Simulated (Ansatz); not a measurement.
Base system: TiC in the rock salt structure (space group Fm-3m, No. 225; a = 4.2934 Å; relaxed with 0.1 eV smearing). Axes: x, y, z lie along the cube axes.

Modification: uniaxial stress, 8 GPa compression along z, with the cell and atoms free to relax against it.

Levels (all Ansatz, a first-principles code, PAW): PBEsol (420 eV, spin-orbit coupling left out); r2SCAN (500 eV, no spin-orbit coupling).

The geometry is relaxed with PBEsol.

| Quantity | Result |
|---|---|
| PBEsol pressure | 2.7 GPa |

What does r2SCAN give at this geometry for the pressure?

The pressure rises by 6.8 GPa, from 2.7 GPa to 9.5 GPa.

Single points use the geometry relaxed with PBEsol. Their cutoffs differ, which shifts pressures a little. Load acts through the strain it causes; cell and atoms are relaxed under it. Beyond what the load breaks, stability against distortions was not tested. All final runs are without spin polarisation.
